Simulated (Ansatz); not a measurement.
Ga2O3, pressure series

Base system: Ga₂O₃ in the corundum structure (space group R-3c, No. 167; a = 4.985 Å, c = 13.442 Å (hexagonal axes)).

Cell and atoms are relaxed at each pressure.

Computed with r2SCAN (Ansatz, an electronic-structure program, PAW, no SOC).

Candidates:
(a) pressure 75 GPa
(b) pressure −1 GPa
(c) pressure 15 GPa

Base values:

- Smallest direct gap = 3.81 eV

Order them by smallest direct gap, lowest first.

(b) pressure −1 GPa (3.76 eV), (c) pressure 15 GPa (4.49 eV), (a) pressure 75 GPa (6.17 eV)

Load acts through the strain it causes; cell and atoms are relaxed under it. No phonon test of stability was made. No other phases were tried under pressure.
